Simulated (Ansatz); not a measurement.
Candidates (primitive cells; geometry: relaxed with this functional, without spin-orbit coupling):
A. Pb (Fm-3m), a = b = c = 3.4946 Å, α = β = γ = 60.00°
B. ZrSi (Cmcm), a = 5.2822 Å, b = 5.2822 Å, c = 3.7369 Å, α = 90.00°, β = 90.00°, γ = 138.59°
C. HfH2 (I4/mmm), a = b = c = 3.234 Å, α = β = 115.01°, γ = 98.88°
D. YTl3 (Pm-3m), a = b = c = 4.6730 Å, α = β = γ = 90.00°

Rank these by logarithmic mean phonon energy (lowest first), as PBEsol, DFPT electron-phonon coupling, linearised Boltzmann equation (Ansatz, an electronic-structure program) gives it.

A (5.4 meV), D (8.0 meV), C (17.3 meV), B (25 meV)

Metals; harmonic phonons. Halving the electron mesh moves these values by up to 3 %; q meshes are mostly untested. Some of the runs warned that the eigensolver left states short of its tolerance. Spin-orbit coupling is left out.

Formula and space group known from diffraction (Crystallography Open Database), not checked to be the room-temperature form: HfH2 (I4/mmm), YTl3 (Pm-3m), ZrSi (Cmcm). The missing spin-orbit coupling matters most for HfH2 (I4/mmm), Pb (Fm-3m), YTl3 (Pm-3m).
